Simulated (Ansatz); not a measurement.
What uniaxial strain ε_zz = −2.40 % does to KTaO3

Start from KTaO3 in the cubic perovskite structure (space group Pm-3m, No. 221; a = 3.952 Å). Axes: x, y, z lie along the cube axes.

Now apply this change: uniaxial strain ε_zz = −2.40 %, all other strain components held at zero, atoms relaxed at fixed cell.

The values are results of DFT with LDA, PAW potentials and a 420 eV plane-wave cutoff in Ansatz (a program for electronic structure), no SOC, not measurements. Settings: 8×8×8 k-points, 0.05 eV Fermi–Dirac smearing.

The space group goes from Pm-3m (No. 221) to P4/mmm (No. 123) and the shortest interatomic distance falls by 0.047 Å to 1.929 Å. The energy grows by 12 meV/atom and the pressure (mean of the normal stresses, compression positive) goes up by 5.85 GPa (-0.01 GPa → 5.84 GPa). The band gap remains 2.13 eV and the gap character amounts to indirect, A → Γ. The stress (xx, yy, zz, yz, xz, xy; compression positive) is (2.09, 2.09, 13.36, 0.00, 0.00, 0.00) GPa.

Final structure:

```
CELL_PARAMETERS angstrom
      3.95200     0.00000     0.00000
      0.00000     3.95200     0.00000
      0.00000     0.00000     3.85715
ATOMIC_POSITIONS crystal
  K  0.00000 0.00000 0.00000
  Ta 0.50000 0.50000 0.50000
  O  0.50000 0.00000 0.50000
  O  0.00000 0.50000 0.50000
  O  0.50000 0.50000 0.00000
```

Cost of the whole job for the changed cell (relaxation, final SCF and bands): roughly 29 core-seconds.

With Ta present, leaving out spin-orbit coupling can change the band edges. Stability against distortions was not tested. Labels are those of the standard path for the cell's own space group.
